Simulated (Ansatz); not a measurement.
TiC, pressure series

Consider TiC in the rock salt structure (space group Fm-3m, No. 225).

```yaml
crystal:
  lattice:
    - [0.00000, 2.16390, 2.16390]
    - [2.16390, 0.00000, 2.16390]
    - [2.16390, 2.16390, 0.00000]
  atoms:
    - { symbol: C, position: [0.00000, 0.00000, 0.00000] }
    - { symbol: Ti, position: [0.50000, 0.50000, 0.50000] }
```

Cell and atoms are relaxed at each pressure.

Calculations: r2SCAN (Ansatz, a first-principles code, PAW, no spin-orbit coupling).

```tsv
P (GPa)	V (Å³/atom)
-2.00	10.211
-1.00	10.172
0.30	10.121
0.70	10.106
1.50	10.076
3.00	10.020
5.00	9.948
7.50	9.862
10.00	9.779
```

A third-order Birch–Murnaghan fit to these points gives V₀ = 10.13 Å³/atom, B₀ = 263 GPa and B₀′ = 4.0. At pressure 10 GPa the volume is 96.5 % of V₀.

Load acts through the strain it causes; cell and atoms are relaxed under it. No phonon test of stability was made. Competing high-pressure phases were not computed. All final runs are without spin polarisation.
